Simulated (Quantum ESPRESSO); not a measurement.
A working Quantum ESPRESSO input for ZrCo6Ge6 (P6/mmm, 13 atoms in the cell) (DFT, PBEsol, plane waves, PSlibrary PAW (PBE) pseudopotentials):

```fortran
&control
  calculation = 'scf'
  prefix = 'zr(coge)6'
  outdir = './out'
  pseudo_dir = './'
  tprnfor = .true.
  tstress = .true.
/
&system
  ibrav = 0
  nat = 13
  ntyp = 3
  ecutwfc = 55
  ecutrho = 330
  occupations = 'smearing'
  smearing = 'methfessel-paxton'
  degauss = 0.0073499
  input_dft = 'pbesol'
/
&electrons
  conv_thr = 1.0d-10
  mixing_beta = 0.3
/
ATOMIC_SPECIES
Zr    91.2240  Zr.pbe-spn-kjpaw_psl.1.0.0.UPF
Co    58.9332  Co.pbe-n-kjpaw_psl.1.0.0.UPF
Ge    72.6300  Ge.pbe-n-kjpaw_psl.1.0.0.UPF
ATOMIC_POSITIONS crystal
Zr    0.0000000000    0.0000000000    0.0000000000
Co    0.0000000000    0.5000000000    0.7498100000
Co    0.0000000000    0.5000000000    0.2501900000
Co    0.5000000000    0.0000000000    0.7498100000
Co    0.5000000000    0.0000000000    0.2501900000
Co    0.5000000000    0.5000000000    0.7498100000
Co    0.5000000000    0.5000000000    0.2501900000
Ge    0.6666666667    0.3333333333    0.5000000000
Ge    0.3333333333    0.6666666667    0.5000000000
Ge    0.0000000000    0.0000000000    0.3401000000
Ge    0.0000000000    0.0000000000    0.6599000000
Ge    0.3333333333    0.6666666667    0.0000000000
Ge    0.6666666667    0.3333333333    0.0000000000
K_POINTS automatic
5 5 3  0 0 0
CELL_PARAMETERS bohr
   9.4598968840     0.0000000000     0.0000000000
  -4.7299484420     8.1925110187     0.0000000000
   0.0000000000     0.0000000000    14.4548061451
```

The run converged in 17 iterations: free energy E − TS -30309.3612 eV; Fermi level (on the code's own zero) 13.18 eV; pressure 1.90 GPa; largest force (vector length) 0.125 eV/Å. Each of these slips is then made, one at a time:

(1)
```diff
-  nat = 13
+  nat = 14
-Ge    0.6666666667    0.3333333333    0.5000000000
-Ge    0.3333333333    0.6666666667    0.5000000000
+Ge    0.6666670000    0.3333330000    0.5000000000
+Ge    0.3333330000    0.6666670000    0.5000000000
-Ge    0.3333333333    0.6666666667    0.0000000000
-Ge    0.6666666667    0.3333333333    0.0000000000
+Ge    0.3333330000    0.6666670000    0.0000000000
+Ge    0.6666670000    0.3333330000    0.0000000000
+Ge    0.3228310000    0.6576820000    0.4988490000
-   9.4598968840     0.0000000000     0.0000000000
-  -4.7299484420     8.1925110187     0.0000000000
+   9.4598971703     0.0000000000     0.0000000000
+  -4.7299485851     8.1925107708     0.0000000000
```

(2)
```diff
-  ntyp = 3
+  ntyp = 4
```

(3)
```diff
-5 5 3  0 0 0
+5 5 3
```

**Question.** Predict the outcome of each change.

**Answer.** 
(1) One atom entered twice. The program stopped with an error at about iteration 1.
```
Error in routine cdiaghg (200):
S matrix not positive definite
```

(2) A species count that does not match the list of species. The program stopped before any SCF iteration.
```
Error in routine  card_atomic_species (5010):
cannot read atomic specie from: ATOMIC_POSITIONS crystal
```

(3) An automatic mesh without its three shifts. The program stopped before any SCF iteration.
```
Error in routine card_kpoints (1):
end of file while reading automatic k points
```

The starting cell comes from a database of computed structures (which also holds hypothetical and non-ambient phases and stackings), without a prior relaxation at this level. Its lattice was rescaled by a random factor within 2.5 % of one. Spin polarisation is off.

Left out of this page: 3 runs of the series outside the window shown, repeating another row's setting, or not comparable.
